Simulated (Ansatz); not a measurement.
Lu in the hcp (Mg type) structure (space group P6_3/mmc, No. 194)

```cif
data_Lu2
_chemical_formula_sum 'Lu2'
_space_group_name_H-M_alt 'P63/mmc'
_space_group_IT_number 194
_space_group_name_Hall '-P 6c 2c'
_cell_length_a 3.50708
_cell_length_b 3.50708
_cell_length_c 5.46208
_cell_angle_alpha 90.000
_cell_angle_beta 90.000
_cell_angle_gamma 120.000
loop_
_atom_site_label
_atom_site_type_symbol
_atom_site_symmetry_multiplicity
_atom_site_Wyckoff_symbol
_atom_site_fract_x
_atom_site_fract_y
_atom_site_fract_z
_atom_site_occupancy
Lu1 Lu 2 d 0.66667 0.33333 0.25000 1
```

Computed with PBE in Ansatz (plane waves to 420 eV, PAW, scalar-relativistic without spin-orbit coupling). k-mesh 15×15×9 (Γ-centred); smearing 0.05 eV (Fermi–Dirac).

| Property | Result |
|---|---|
| Volume per atom | 29.09 Å³ |
| Density | 9.99 g/cm³ |
| Band gap | zero |
| Total energy | -14732.425 eV/atom (σ→0; compares only within this code and set-up) |

Stability against distortions was not tested.

Ansatz is a quantum-chemistry and plane-wave program.
